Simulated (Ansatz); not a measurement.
# What x(Na) = 0.333, 3 atoms, P-3m1 does to Rb

The reference is Rb in the bcc (W type) structure (space group Im-3m, No. 229; a = 5.671 Å).

The other end (x = 1) is Na in the bcc (W type) structure (space group Im-3m, No. 229): 36.97 Å³/atom, gap zero.

It is then changed as follows: Na replaces 33.3 % of the Rb, ordered in a cell of 3 atoms (starting symmetry P-3m1) and fully relaxed.

Method: PBE/PAW in Ansatz (an electronic-structure program), no SOC. Settings: 8×8×10 k-points, 0.05 eV Fermi–Dirac smearing, for the changed cell.

The density falls by 0.04 g/cm³ (1.56 g/cm³ → 1.52 g/cm³) and the band gap is still zero. The mixing energy comes out as +0.04 eV/atom (to 0.01 eV only: unlike meshes or grids) and the deviation of the volume from the linear (Vegard-type) interpolation comes out as -3.3 %.

Each cell is one ordered arrangement of few atoms, which overstates ordering effects compared with a random alloy. Whether these cells are dynamically stable was not tested. All final runs are without spin polarisation. An odd electron count without spin: Rb2Na.
